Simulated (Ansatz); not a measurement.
Take La (space group P6_3/mmc, No. 194; a = 3.786 Å, c = 12.033 Å) as the base.

The values are results of Ansatz (a first-principles code) r2SCAN, no spin-orbit coupling, not measurements.

One change was made to it. Results:

The c/a ratio grows by 0.002 to 3.181; the lattice parameter a decreases by 47.4 pm (378.6 pm → 331.2 pm).

Question: Which of these changes matches the shifts?
A) La → Lu
B) La → Ca
C) La → Sc

Answer: C, La → Sc. For comparison, the lattice parameter a in the other runs: La → Lu gives 347.5 pm; La → Ca gives 393.4 pm.

Whether these cells are dynamically stable was not tested. The final runs are not spin-polarised. This is not the structure that Ca has at room temperature and ambient pressure.
